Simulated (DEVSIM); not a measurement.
System: Mo/Al2O3/p-Ge capacitor, at 300 K.

```csv
layer (left to right),material,thickness (nm),Na (cm⁻³)
1,Al2O3,2.10,-
2,Ge,1500,1.6e17
```

Metal gate on the left, work function 4.6 eV. Fixed charge at the semiconductor interface 0 cm⁻² (in units of +e); interface traps 2.6e10 cm⁻² eV⁻¹, uniform in energy, neutral level at 0.5 of the gap above the valence band.

The device is made up for the run: typed textbook-type constants, with dimensions and the other settings drawn at random. Values at 300 K.

```csv
parameter,Al2O3,Ge
gap (eV),6.8,0.664
affinity (eV),1.35,4
permittivity,9,16
Nc (cm⁻³),-,1.04e19
Nv (cm⁻³),-,6e18
```

Simulated with DEVSIM: 1D Poisson equation in equilibrium, Boltzmann statistics, complete ionisation; no quantum confinement or tunnelling. Metal contacts follow the ideal Schottky-Mott rule: no Fermi-level pinning, no interface dipoles.

### Question
Tabulate band edges, carrier densities and field at 0.35 V on the gate.

### Answer
Energies count from the Fermi level of the right contact; mesh points crowd at the junctions.

| x (μm) | Ec (eV) | Ev (eV) | n (cm⁻³) | p (cm⁻³) | field (V/cm) |
|---|---|---|---|---|---|
| 0.000 | 2.900 | -3.900 | < 1e2 | < 1e2 | 170000 |
| 0.0007272 | 2.913 | -3.888 | < 1e2 | < 1e2 | 170000 |
| 0.001371 | 2.924 | -3.876 | < 1e2 | < 1e2 | 170000 |
| 0.002100 | 0.286 | -0.378 | 1.6e14 | 2.7e12 | 130000 |
| 0.003646 | 0.301 | -0.363 | 9.2e13 | 4.8e12 | 94000 |
| 0.006090 | 0.323 | -0.341 | 3.9e13 | 1.1e13 | 89000 |
| 0.01108 | 0.366 | -0.298 | 7.5e12 | 5.8e13 | 80000 |
| 0.02457 | 0.458 | -0.206 | 2.1e11 | 2.1e15 | 56000 |
| 0.04744 | 0.542 | -0.122 | 8.1e9 | 5.4e16 | 20000 |
| 0.08940 | 0.569 | -0.095 | 2.8e9 | 1.5e17 | 840 |
| 0.1692 | 0.570 | -0.094 | 2.7e9 | 1.6e17 | ≈ 0 |
| 0.4067 | 0.570 | -0.094 | 2.7e9 | 1.6e17 | ≈ 0 |
| 0.7521 | 0.570 | -0.094 | 2.7e9 | 1.6e17 | ≈ 0 |
| 1.108 | 0.570 | -0.094 | 2.7e9 | 1.6e17 | ≈ 0 |
| 1.339 | 0.570 | -0.094 | 2.7e9 | 1.6e17 | ≈ 0 |
| 1.417 | 0.570 | -0.094 | 2.7e9 | 1.6e17 | ≈ 0 |
| 1.458 | 0.570 | -0.094 | 2.7e9 | 1.6e17 | ≈ 0 |
| 1.480 | 0.570 | -0.094 | 2.7e9 | 1.6e17 | ≈ 0 |
| 1.493 | 0.570 | -0.094 | 2.7e9 | 1.6e17 | ≈ 0 |
| 1.498 | 0.570 | -0.094 | 2.7e9 | 1.6e17 | ≈ 0 |
| 1.500 | 0.570 | -0.094 | 2.7e9 | 1.6e17 | ≈ 0 |
| 1.502 | 0.570 | -0.094 | 2.7e9 | 1.6e17 | ≈ 0 |
